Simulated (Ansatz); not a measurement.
Here is the system:

```
LuCuSe2
1.0
    4.03572     0.00000     0.00000
    2.01786     3.49504     0.00000
    2.01786    -1.16501     6.03791
Lu Cu Se
1 1 2
Direct
  0.00000   0.00000   0.00000
  0.00000   0.50000   0.50000
  0.50841   0.24580   0.73739
  0.49159   0.75420   0.26261
```

No spin polarisation.

The values are results of Ansatz (a quantum-chemistry and plane-wave program), r2SCAN, PAW, cutoff 500 eV, scalar-relativistic without spin-orbit coupling, not measurements. Γ-centred 10×10×10 mesh, Fermi–Dirac width 0.05 eV.

Problem. What band gap does the calculation give?

Solution. 1.45 eV.

Problem. Predict the gap character.

Solution. Indirect, T → F.

Problem. Estimate the width of the top valence band.

Solution. 0.85 eV.

The cells carry an imposed strain or load. Stability against distortions was not tested. All final runs are without spin polarisation. The cell was made from LuCuSe2 (space group R-3m, No. 166; a hypothetical phase, not in the database extracts checked) by this change: biaxial strain +1.74 %, plane normal [001], relaxed out of plane.
